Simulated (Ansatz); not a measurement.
The parent structure is SiGe in the CsCl type structure (space group Pm-3m, No. 221; a = 3.200 Å; a hypothetical phase, not in the database extracts checked; relaxed with 0.1 eV smearing). Axes: x, y, z lie along the cube axes.

Method: PBEsol (Ansatz, a first-principles code), scalar-relativistic without spin-orbit coupling.

One thing is altered: every lattice vector is stretched by 2.19 %; the atoms relax in the strained cell.

**Question.** Predict the stress tensor and what it implies for the stiffness.

**Answer.** Stress of the strained cell less that of the base (GPa, compression positive):
```
   -4.8     0.0     0.0
    0.0    -4.8     0.0
    0.0     0.0    -4.8
```

Then B = −ΔP/(ΔV/V₀) with ΔV/V₀ = 0.0671 gives secant stiffness values (nonlinear terms included at this strain): B ≈ 71 GPa.

As a check, the harmonic strain energy −½ V₀ Δσ:ε is 16 meV/atom; the computed energy rise is 17 meV/atom.

No phonon test of stability was made. All final runs are without spin polarisation.
